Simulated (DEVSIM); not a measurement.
Device: Schottky contact on n-type GaN, at 300 K.

Layer 1 from the left is GaN, thickness (μm) 1.90, Nd (cm⁻³) 7.5e16, τn (s) 7.3e-8, τp (s) 2.2e-9.

Left contact: Schottky, work function 5.03 eV, emission velocity 3.5e6 cm/s. Right contact: ohmic. Voltage is applied to the left contact. Recombination: SRH at mid-gap, Auger. Mobility is constant in doping.

Constants are typed, rounded textbook-type inputs, not results; the design itself was drawn at random and stands for no fabricated device. Values at 300 K.

GaN: gap (eV) 3.43, affinity (eV) 4.1, permittivity 9.5, Nc (cm⁻³) 2.3e18, Nv (cm⁻³) 4.6e19, μn (cm²/Vs) 1200, μp (cm²/Vs) 100, Cn (cm⁶/s) 1e-30, Cp (cm⁶/s) 1e-30.

**Question.** Estimate by hand the built-in potential, the peak field at zero bias, the capacitance at -3 V, and compare with a numerical solution.

**Answer.** 
- Built-in potential: barrier φB = 0.930 eV; Vbi = φB − kT/q ln(N_band/N) = 0.842 V; numerical 0.842 V.
- Peak field at zero bias: depletion approximation: W = √(2εVbi/(qN)) = 0.109 μm with N = 7.50e16 cm⁻³; field = 2Vbi/W = 155000 V/cm; numerical 152000 V/cm (estimate above by 2.0 %).
- Capacitance at -3 V: C = √(qεN / 2(Vbi + |V|)) = 36.3 nF/cm²; numerical 36.4 nF/cm².

DEVSIM, 1D drift-diffusion, Boltzmann statistics, complete ionisation; no tunnelling, impact ionisation, image-force lowering or self-heating. Metal contacts follow the ideal Schottky-Mott rule: no Fermi-level pinning, no interface dipoles.
